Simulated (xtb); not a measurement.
xtb 6.7.1, GFN2-xTB: W(CO)6, 13 atoms. The geometry is a generated start, not checked to be a minimum at this level.

- run flags = --grad
- method = GFN2-xTB
- --acc = 1 (default)
- --etemp (K) = 300 (default)
- basis functions = 58
- valence electrons = 66

```xyz
13

W     -0.0008    -0.0010     0.0010
O     -1.4424     2.1210    -1.8220
C     -0.9204     1.3556    -1.1632
O      1.7996     2.2663     1.2345
C      1.1480     1.4483     0.7890
O      2.1509    -0.4686    -2.2475
C      1.3726    -0.3025    -1.4357
O     -2.1494     0.4897     2.2477
C     -1.3733     0.3081     1.4372
O     -1.7904    -2.2744    -1.2376
C     -1.1459    -1.4527    -0.7886
O      1.4350    -2.1298     1.8208
C      0.9165    -1.3601     1.1643
```

Charge 0 and multiplicity 1 are set for this test and not shown to be the ground state.

One run each on 1 thread. Values of broydamp tried: 0.02, 0.05, 0.1, 0.2, 0.4 (default), 0.6, 0.8, 1.

**Question.** Predict the course of the SCC iterations along this series.

**Answer.** Fewest SCC iterations, within one of each other: 0.1 with 15, 0.2 with 15. The count rises to 28 at 1. All converge to one solution.

```
broydamp       SCC iterations            end
-------------  --------------  -------------
0.02                       25  same solution
0.05                       19  same solution
0.1                        15  same solution
0.2                        15  same solution
0.4 (default)              20  same solution
0.6                        24  same solution
0.8                        25  same solution
1                          28  same solution
```
